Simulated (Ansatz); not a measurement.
The reference is InBi in the zinc blende structure (space group F-43m, No. 216; a = 6.7219 Å; a cell from a computed database, its experimental status unchecked).

All numbers come from PBEsol/PAW in Ansatz (an electronic-structure program), scalar-relativistic without spin-orbit coupling, earlier PAW set.

For the base:

- Density = 7.08 g/cm³

Now apply this change: every In is replaced by B, then cell and atoms are relaxed.

**Question.** What happens to the density and hole mass?

**Answer.** The density increases by 1.904 g/cm³ to 8.99 g/cm³; the hole mass (degenerate bands, along [100]) amounts to 0.032, 0.22, 0.22 mₑ (at Γ).

With Bi present, leaving out spin-orbit coupling can change the band edges. The levels and masses belong to the bands next to the band gap. Effective masses come from finite differences of ±0.01 Å⁻¹. Whether these cells are dynamically stable was not tested. As relaxed here, BiB is a hypothetical phase, not in the database extracts checked.
